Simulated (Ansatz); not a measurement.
**ZnO under a change: biaxial strain −2.40 %, plane normal [001], relaxed out of plane**

The reference is ZnO in the wurtzite structure (space group P6_3mc, No. 186; a = 3.187 Å, c = 5.153 Å). Axes: x lies along a and z along c of the hexagonal cell.

One thing is altered: biaxial strain −2.40 %, plane normal [001], relaxed out of plane (Cartesian); in-plane vectors clamped, the third vector and the atoms free.

Calculations: LDA (Ansatz, a first-principles code; PAW; 420 eV plane waves; no spin-orbit coupling). Settings: 12×12×7 k-points, 0.05 eV Fermi–Dirac smearing.

```json
[
 {"quantity": "volume per atom", "base": "11.33 Å³", "changed": "11.05 Å³", "shift": "-0.28 Å³"},
 {"quantity": "space group", "base": "P6_3mc (No. 186)", "changed": "P6_3mc (No. 186)", "shift": "–"},
 {"quantity": "shortest interatomic distance", "base": "1.944 Å", "changed": "1.930 Å", "shift": "-0.014 Å"},
 {"quantity": "band gap", "base": "0.80 eV", "changed": "0.77 eV", "shift": "-0.03 eV"},
 {"quantity": "gap character", "base": "direct at Γ", "changed": "direct at Γ", "shift": "–"},
 {"quantity": "electron mass", "base": "0.15 mₑ (at Γ)", "changed": "0.14 mₑ out of plane, 0.15 mₑ in plane (at Γ)", "shift": "–"},
 {"quantity": "valence-band top at Γ (three highest levels, from the VBM)", "base": "0.00, 0.00, -0.11 eV", "changed": "0.00, 0.00, -0.17 eV", "shift": "–"},
 {"quantity": "out-of-plane strain", "base": "–", "changed": "+2.42 %", "shift": "–"},
 {"quantity": "ratio −ε⊥/ε∥", "base": "–", "changed": "1.01", "shift": "–"},
 {"quantity": "mean in-plane stress (compression positive)", "base": "–", "changed": "+5.7 GPa", "shift": "–"}
]
```

Final structure (turned so that z lies along the plane normal):

```
CELL_PARAMETERS angstrom
      3.11045     0.00000     0.00000
      1.55522     2.69373     0.00000
      0.00000     0.00000     5.27718
ATOMIC_POSITIONS crystal
  Zn 0.33333 0.33333 0.00812
  Zn 0.66667 0.66667 0.50812
  O  0.33333 0.33333 0.37388
  O  0.66667 0.66667 0.87388
```

Masses are band curvatures over ±0.01 Å⁻¹ around the edge. No phonon test of stability was made.
